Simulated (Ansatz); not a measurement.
## ZnO: energy against strain

ZnO (wurtzite, P6_3mc, 12.327 Å³/atom at rest, c along z) under a strain ε along c (axis z), the other axes held. PBE in Ansatz, a plane-wave DFT program (PAW, default set), 420 eV, 12×12×6 Γ-centred mesh, Fermi-Dirac smearing 0.05 eV; ions are relaxed within the symmetry of each cell.

Here s stands for strain and y for E less E0.

```csv
strain (%),E less E0 (meV/atom)
-1.20,1.11
-0.60,0.28
0.00,0.00
0.60,0.29
1.20,1.13
3.00,?
```

Question: Fit y against s with a parabola, and predict the withheld value at s = 3.00.

Answer: Least squares gives y = 0.003 + 0.0083·s + 0.7758·s². Residuals (row less fit): 0.000, 0.003, -0.003, 0.003, 0.000; standard error 0.003 (degrees of freedom: 2). Twice the quadratic coefficient over the volume, 2 × 0.7758 meV × 10⁴ × 0.1602 / 12.327 Å³, is the elastic constant C33 = 202 ± 0.7 GPa. At the withheld row, y = 0.003 + 0.0083 × 3.0 + 0.7758 × 3.0² = 7.010 meV/atom. The calculation gives 6.89 meV/atom, 0.120 meV/atom below the prediction (1.7 % of the range of y in the table). The row lies outside the fitted rows, so this is an extrapolation. The fitted rows scatter only by rounding.

One order more, fitted to all 11 runs of the series, follows each within 0.02, so the miss is the next term of a smooth law. Rows are the converged runs of the series near zero and its far end; series whose fitted rows scatter by over a few per cent of the range, as at a crossing or softening among them, aren't shown in this form. Most that stay on the fit to the last digits aren't either.
